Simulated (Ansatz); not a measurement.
```yaml
crystal:
  lattice:
    - [0.00000, 2.08778, 2.08778]
    - [2.08778, 0.00000, 2.08778]
    - [2.08778, 2.08778, 0.00000]
  atoms:
    - { symbol: Mg, position: [0.00000, 0.00000, 0.00000] }
    - { symbol: O, position: [0.50000, 0.50000, 0.50000] }
```

No spin polarisation.

Method: Kohn–Sham DFT with the LDA functional, run in Ansatz (a first-principles code) with PAW and 420 eV plane waves, scalar-relativistic without spin-orbit coupling. k-mesh 14×14×14 (Γ-centred); smearing 0.05 eV (Fermi–Dirac).

### Question
Predict the band gap and hole mass.

### Answer
The band gap is 4.92 eV and the hole mass (degenerate bands, along [100]) is 0.39, 2.0, 2.0 mₑ (at Γ).

Load acts through the strain it causes; cell and atoms are relaxed under it. Masses are band curvatures over ±0.01 Å⁻¹ around the edge. Stability against distortions was not tested. The cell was made from MgO in the rock salt structure (space group Fm-3m, No. 225) by this change: pressure −2 GPa.
